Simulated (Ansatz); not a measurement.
## Sc in the hcp (Mg type) structure (space group P6_3/mmc, No. 194)

```
CELL_PARAMETERS angstrom
      3.31943     0.00000     0.00000
     -1.65971     2.87471     0.00000
      0.00000     0.00000     5.16637
ATOMIC_POSITIONS crystal
  Sc 0.33333 0.66667 0.75000
  Sc 0.66667 0.33333 0.25000
```

Calculations: PBE, PAW, 420 eV (Ansatz, a quantum-chemistry and plane-wave program; spin-orbit coupling left out). k-mesh 16×16×9 (Γ-centred); smearing 0.05 eV (Fermi–Dirac).

```json
{
  "volume_per_atom": "24.65 Å³",
  "density": "3.03 g/cm³",
  "band_gap": "zero",
  "total_energy": "-2135.809 eV/atom (σ→0; compares only within this code and set-up)"
}
```

Stability against distortions was not tested. The final runs are not spin-polarised.
